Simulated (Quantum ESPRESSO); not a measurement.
Worked example: self-consistent single point of ScIn (P4/mmm, 2 atoms in the cell) in Quantum ESPRESSO.

Computed with PBEsol, PseudoDojo standard norm-conserving (PBESOL) pseudopotentials (plane waves; Quantum ESPRESSO).

The change in words: lattice scaled by 0.98. Reference geometry:
```
ScIn
1.0
    3.24414     0.00000     0.00000
    0.00000     3.24414     0.00000
    0.00000     0.00000     4.44719
Sc In
1 1
Direct
  0.00000   0.00000   0.00000
  0.50000   0.50000   0.50000
```
Moments meant for the start (each program seeds them in its own way; μB, in the order of the atoms Sc In): 1.0 0.0.

Reference input (self-consistent single point, DFT, PBEsol, plane waves, PseudoDojo standard norm-conserving (PBESOL) pseudopotentials): ecutwfc = 80 Ry; occupations = smearing; smearing = gaussian; degauss = 0.0147 Ry; nspin = 2; potentials = {Sc: Sc.upf, In: In.upf}; K_POINTS = automatic 8 8 6 0 0 0; conv_thr = 1e-10 Ry; mixing_beta = 0.2. This run's input differs from it in these lines:

```diff
@@ -32,5 +32,5 @@
 CELL_PARAMETERS angstrom
-   3.24414200     0.00000000     0.00000000
-   0.00000000     3.24414200     0.00000000
-   0.00000000     0.00000000     4.44718800
+   3.17925900     0.00000000     0.00000000
+   0.00000000     3.17925900     0.00000000
+   0.00000000     0.00000000     4.35824400
```

Output (repeated stretches shortened):

```
     Self-consistent Calculation

     iteration #  1     ecut=    80.00 Ry     beta= 0.20

---- Real-time Memory Report at c_bands before calling an iterative solver
           164 MiB given to the printing process from OS
           132 MiB allocation reported by mallinfo(arena+hblkhd)
------------------

     Threshold (ethr) on eigenvalues was too large:
     Diagonalizing with lowered threshold

---- Real-time Memory Report at c_bands before calling an iterative solver
           168 MiB given to the printing process from OS
           137 MiB allocation reported by mallinfo(arena+hblkhd)
------------------

   [... lines left out ...]
     estimated scf accuracy    <          1.4E-10 Ry

     total magnetization       =     0.28 Bohr mag/cell
     absolute magnetization    =     0.29 Bohr mag/cell

     iteration # 18     ecut=    80.00 Ry     beta= 0.20

---- Real-time Memory Report at c_bands before calling an iterative solver
           196 MiB given to the printing process from OS
           164 MiB allocation reported by mallinfo(arena+hblkhd)
------------------

     Magnetic moment per site  (integrated on atomic sphere of radius R)
     atom   1 (R=0.406)  charge=  9.5906  magn=  0.2100
     atom   2 (R=0.406)  charge= 11.7132  magn= -0.0018
     End of self-consistent calculation

     the Fermi energy is    11.7623 ev

!    total energy              =    -229.32191770 Ry
     estimated scf accuracy    <          2.7E-11 Ry
     smearing contrib. (-TS)   =      -0.00238351 Ry
     internal energy E=F+TS    =    -229.31953419 Ry

     total magnetization       =     0.28 Bohr mag/cell
     absolute magnetization    =     0.29 Bohr mag/cell

     convergence has been achieved in  18 iterations

     Forces acting on atoms (cartesian axes, Ry/au):

     atom    1 type  1   force =     0.00000000    0.00000000    0.00000000
     atom    2 type  2   force =     0.00000000    0.00000000    0.00000000

     Total force =     0.000000     Total SCF correction =     0.000000

          total   stress  (Ry/bohr**3)                   (kbar)     P=      -14.25
  -0.00007131   0.00000000   0.00000000          -10.49        0.00        0.00
   0.00000000  -0.00007131   0.00000000            0.00      -10.49        0.00
   0.00000000   0.00000000  -0.00014798            0.00        0.00      -21.77

   JOB DONE.
```

The run converged in 18 iterations. Against the reference run the free energy falls by 28.4 meV/atom, the pressure goes from -5.02 to -1.42 GPa and the size of the net moment stays at 0.14 μB/atom.

The starting cell comes from a database of computed structures (which also holds hypothetical and non-ambient phases and stackings), without a prior relaxation at this level. Its lattice was rescaled by a random factor within 2.5 % of one. For this run, on top of that: lattice scaled by 0.98. The moments shrank to a small part of their start, a low-spin state that need not be the lowest.

Cost on one core of a shared machine: roughly 4 min.
